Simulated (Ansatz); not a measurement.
## Functionals side by side, with their cost (level): ZnS (P6_3mc, 28 atoms in the cell)

Cell: a = 3.8330 Å, b = 3.8330 Å, c = 43.8878 Å, α = 90.00°, β = 90.00°, γ = 120.00°.

Program: Ansatz (a first-principles code), PAW files made with PBE; each row names its functional.

Base settings: basis.ecutwfc = 420 eV; kpoints.mp_grid.grid = 5 5 1; hamiltonian.xc = revpbe; hamiltonian.pseudopotentials = {kind: paw} (the program's default PAW files); scf.occupations.method = fixed.

Differences are taken from r2SCAN (basis.ecutwfc: 420 eV → 500 eV), a reference of convenience: it is no measurement, and no ranking of the functionals follows. Where a row names another cutoff or potentials, its difference holds that change too.

Core times come from one kind of shared machine and are given to one figure; runs under 30 s give none.

The starting cell comes from a database of computed structures (which also holds hypothetical and non-ambient phases and stackings), without a prior relaxation at this level. Its lattice was rescaled by a random factor within 2.5 % of one. Ansatz's pressure includes its estimate of the finite-basis (Pulay) stress.

```csv
level,gap on the mesh less reference (eV),pressure less reference (GPa),core time / reference (rough)
LDA (PW92),-0.810,-3.86,–
PBE,-0.556,2.17,–
PBEsol,-0.692,-1.32,–
RPBE,-0.383,4.73,0.5
BLYP,-0.579,5.91,0.5
revPBE,-0.429,4.04,0.5
r2SCAN (basis.ecutwfc: 420 eV → 500 eV),0.000,0.00,1
```

Keys are those of Ansatz 0.2.
